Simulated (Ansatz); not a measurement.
**The (10-12) surface of hcp Mg in its 1x1 cell, outermost plane spacing 0.63 Å in the ideal cut (one of several cuts of this face)**

The numbers are results of PBE (plane waves to 420 eV, PAW; Ansatz, a quantum-chemistry and plane-wave program), not measurements.

Set-up: 12 atoms, 10.1 Å thick at the start (thin: gaps and levels are the slab's own); mesh 12x5x1; 0.1 eV smearing; dipole correction on; all atoms relaxed; symmetry of the start imposed; no spin, no spin-orbit, no U.

```
Property                                                       Value
-----------------------------------  -------------------------------
surface energy (mean of both faces)                        0.73 J/m²
surface energy before relaxation                           0.73 J/m²
work function of the top face                                3.55 eV
energy released by relaxation                               0.017 eV
cost                                 around 2.5 core-minutes (rough)
```
